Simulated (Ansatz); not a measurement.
Here is the system:

End structure of H2O on the 1x1 (111) surface of fcc Ag, one in a 2x2 cell, started at the site 'bridge Ag-Ag (span 2.9 Å)':

```
CELL_PARAMETERS angstrom
      5.86677     0.00000     0.00000
     -2.93338     5.08077     0.00000
      0.00000     0.00000    26.50000
ATOMIC_POSITIONS crystal
  Ag 0.16667 0.33333 0.36572
  Ag 0.16667 0.83333 0.36572
  Ag 0.66667 0.33333 0.36572
  Ag 0.66667 0.83333 0.36572
  Ag 0.33333 0.16667 0.45551
  Ag 0.33333 0.66667 0.45551
  Ag 0.83333 0.16667 0.45551
  Ag 0.83333 0.66667 0.45551
  Ag 0.00122 0.00163 0.54463
  Ag 0.00132 0.49955 0.54464
  Ag 0.50058 0.00023 0.54425
  Ag 0.49916 0.49958 0.54464
  Ag 0.16720 0.33452 0.63585
  Ag 0.16769 0.83365 0.63362
  Ag 0.66790 0.33377 0.63362
  Ag 0.66762 0.83372 0.63370
  O  0.19758 0.29120 0.73950
  H  0.38364 0.34460 0.73857
  H  0.10929 0.09982 0.73834
```

Slab: 19 atoms, 7.1 Å thick at the start under the adsorbate (thin: gaps and levels are the slab's own); k 6x6x1, smearing 0.1 eV, dipole-corrected; single point; no symmetry held, on the structure that PBE left; no spin, no spin-orbit, no U, no dispersion correction. At the end no host atom lies within bonding distance. In PBE it is, or lies within 0.03 eV of, the lowest of the starts that converged; the order may differ at this level.

A negative adsorption energy means that the adsorbate is more stable on the surface than in its reference.

### Question
Give the work function of the top face at the level r2SCAN, at the PBE geometry run with Ansatz (a program for electronic structure).

### Answer
4.12 eV

### Question
What is the computed change of the step from the bottom to the top vacuum level, against the clean slab (r2SCAN, at the PBE geometry)?

### Answer
-0.27 eV

### Question
What is the computed change of the work function (r2SCAN, at the PBE geometry)?

### Answer
-0.28 eV

### Question
Predict the adsorption energy against H2O(g) at the same level from r2SCAN, at the PBE geometry.

### Answer
-0.23 eV
